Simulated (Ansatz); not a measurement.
The (212) face of litharge SnO can be cut between different planes. Symmetric, stoichiometric slabs relaxed in the 1x1 cell (50.3 Å²): top plane O + Sn, 0.68 Å over the next in the ideal cut; top plane O + Sn, 0.71 Å over the next in the ideal cut.

Method: PBE with D3(BJ) dispersion (plane waves to 420 eV, PAW; Ansatz, an electronic-structure program).

### Question
Put the candidates in order of surface energy, lowest first, for PBE with D3(BJ) dispersion.

### Answer
the cut with an outer spacing of 0.71 Å (0.63 J/m²), the cut with an outer spacing of 0.68 Å (0.76 J/m²)
